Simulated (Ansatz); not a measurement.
# Pressure series in ZnCu

Consider ZnCu in the CsCl type structure (space group Pm-3m, No. 221; a = 2.919 Å).

Cell and atoms are relaxed at each pressure.

Computed with r2SCAN (Ansatz, a first-principles code), no SOC.

Notes on the quantities. enthalpy: H = E + PV relative to the base's energy.

| change | enthalpy | volume per atom |
|---|---|---|
| base | – | 12.43 Å³ |
| pressure −2 GPa | -0.16 eV/atom | 12.63 Å³ |
| pressure −1 GPa | -0.08 eV/atom | 12.53 Å³ |
| pressure 3 GPa | +0.23 eV/atom | 12.17 Å³ |
| pressure 7 GPa | +0.53 eV/atom | 11.87 Å³ |
| pressure 15 GPa | +1.11 eV/atom | 11.37 Å³ |
| pressure 30 GPa | +2.14 eV/atom | [?] |
| pressure 50 GPa | +3.43 eV/atom | 10.00 Å³ |
| pressure 75 GPa | +4.94 eV/atom | 9.39 Å³ |
| pressure 100 GPa | +6.37 eV/atom | 8.93 Å³ |

Problem. Complete the table.

Solution. 
- pressure 30 GPa, volume per atom: 10.67 Å³

Load acts through the strain it causes; cell and atoms are relaxed under it. Stability against distortions was not tested. Competing high-pressure phases were not computed. The final runs are not spin-polarised.
